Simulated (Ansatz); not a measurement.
System: VIr3 (Pm-3m, No. 221, 4 atoms in the cell; start mp-1082). Method: PBEsol in Ansatz (PAW).

Settings: plane-wave cutoff 520 eV, 14×14×14 k mesh, Fermi–Dirac smearing 0.05 eV, no spin polarisation, scalar-relativistic PAW data made under PBE.

Cell (relaxed at this level):

Ir₃V is taken in the cubic space group Pm-3m (No. 221), the Cu3Au type structure, Pearson symbol cP4. Lattice parameters: a = b = c = 3.7941 Å, α = β = γ = 90.00°. V on 1a is coordinated by 12 Ir at 2.683 Å (cuboctahedral). Ir on 3c has 8 Ir at 2.683 Å and 4 V at 2.683 Å (cuboctahedral). (Neighbours: up to the widest gap in distance over summed covalent radii, below 1.35, at either atom.)

What does this level give for the bulk modulus B0?


* **bulk modulus B0**: 355 GPa

Note: the run has no spin polarisation, so it can have missed a magnetic state; the bulk modulus is −V dP/dV from two relaxed cells at ±2 % in volume; the relaxation could not lower the start's symmetry, so the cell can be a saddle point above a distorted one.

Spin–orbit coupling is not included.

The computed numbers hold no vibrational or temperature effects.

A start named mp-… is a Materials Project structure, which need not be a measured phase.

Ansatz is an electronic-structure program.
